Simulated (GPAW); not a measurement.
## Converging the SCF threshold: Al (Fm-3m, 1 atom in the cell)

```yaml
crystal:
  lattice:
    - [0.00000, 2.03107, 2.03107]
    - [2.03107, 0.00000, 2.03107]
    - [2.03107, 2.03107, 0.00000]
  atoms:
    - { symbol: Al, position: [0.00000, 0.00000, 0.00000] }
```

Method: PBEsol, GPAW PAW datasets PBEsol (made by gpaw-setup) (plane waves; GPAW).

Base settings: mode = pw; ecut = 600 eV; xc = PBEsol; kpts = 14 14 14; mesh shift (steps) = 0 0 0; occupations.name = methfessel-paxton; occupations.width = 0.1 eV; occupations.order = 0; nbands = -5; convergence.forces = 0.001 eV/Å.

In this ladder: convergence.forces = default. Moved along: convergence.density, convergence.eigenstates.

The mesh stays at the base's, so the ladder's end is converged at best in this setting alone.

Only quantities that move along the ladder and can be compared are tabulated.

The count of work is k-points × plane waves × bands × iterations; it is no time. 

The starting cell has typed, rounded lattice constants, without a prior relaxation at this level. Its lattice was rescaled by up to half a per cent.

```csv
convergence.energy,pressure (GPa),count of work / last
0.03 eV/electron,-2.63,0.10
0.003 eV/electron,-2.73,0.14
0.0003 eV/electron,-2.73,0.14
3e-05 eV/electron,-2.74,0.20
3e-06 eV/electron,-2.74,0.22
3e-07 eV/electron,-2.74,0.24
3e-08 eV/electron,-2.74,0.24
3e-09 eV/electron,-2.74,0.27
3e-11 eV/electron,-2.74,0.35
3e-13 eV/electron,-2.74,1.0
```

Coarsest convergence.energy that holds the pressure within 0.05 GPa of the last step, with all finer ones: 0.003 eV/electron, at 0.14 of the last step's count of work; the step before is off by 0.11 GPa.
